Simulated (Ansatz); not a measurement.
# TaS2 under a change: pressure 50 GPa

The reference is TaS2 in the CdI2 type structure (space group P-3m1, No. 164; a = 3.3294 Å, c = 5.7862 Å; layered, stacked along the Cartesian z axis).

The change: a hydrostatic pressure of 50 GPa.

Calculations: PBE-D3(BJ) (Ansatz, a first-principles code), without spin-orbit coupling, earlier PAW set. Settings: 16×16×8 k-points, 0.05 eV Fermi–Dirac smearing.

The density rises by 3.12 g/cm³ to 10.45 g/cm³ and the lattice parameter a decreases by 33.0 pm (332.9 pm → 299.9 pm). The c/a ratio decreases by 0.071 to 1.667 and the shortest interatomic distance shrinks by 11.1 pm (246.6 pm → 235.5 pm). The enthalpy H = E + PV relative to the base's energy comes out as +4.64 eV/atom and the band gap stays zero.

Final structure:

```xyz
3
Lattice="2.9989 0.0000 0.0000 -1.4995 2.5971 0.0000 0.0000 0.0000 4.9993" Properties=species:S:1:pos:R:3 pbc="T T T"
Ta     0.0000     0.0000     0.0000
S      0.0000     1.7314     1.5964
S      1.4995     0.8657     3.4029
```

Cost of the whole job for the changed cell (relaxation, final SCF and bands): around 70 core-seconds (rough).

Load acts through the strain it causes; cell and atoms are relaxed under it. Whether these cells are dynamically stable was not tested. Competing high-pressure phases were not computed. The final runs are not spin-polarised. An odd electron count without spin: TaS2.
